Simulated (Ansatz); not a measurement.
**NiAs-type NiSb**

Computed with LDA in Ansatz (PAW).

Settings: plane-wave cutoff 520 eV, 18×18×12 k mesh (along the axes of the cell as run), Fermi–Dirac smearing 0.074 eV (set by the program), no spin polarisation, scalar-relativistic PAW data made under PBE.

Cell (relaxed at this level):

```
NiSb
1.0
    3.87938     0.00000     0.00000
   -1.93969     3.35964     0.00000
    0.00000     0.00000     5.02738
Ni Sb
2 2
Direct
  0.00000   0.00000   0.00000
  0.00000   0.00000   0.50000
  0.66667   0.33333   0.75000
  0.33333   0.66667   0.25000
```

```json
{
  "elastic constant C11": "212 GPa",
  "elastic constant C12": "111 GPa",
  "elastic constant C13": "98.2 GPa",
  "elastic constant C33": "220 GPa",
  "elastic constant C44": "74.3 GPa",
  "elastic constant C66": "50.9 GPa",
  "Voigt–Reuss–Hill bulk modulus": "140 GPa",
  "Voigt–Reuss–Hill shear modulus (Hill average)": "61.5 GPa",
  "young_modulus": "161 GPa",
  "poisson_ratio": "0.308"
}
```

Elastic constants are with the ions relaxed.

Spin–orbit coupling is not included.

Static lattice: no zero-point or thermal effects.

Ansatz is a first-principles code.
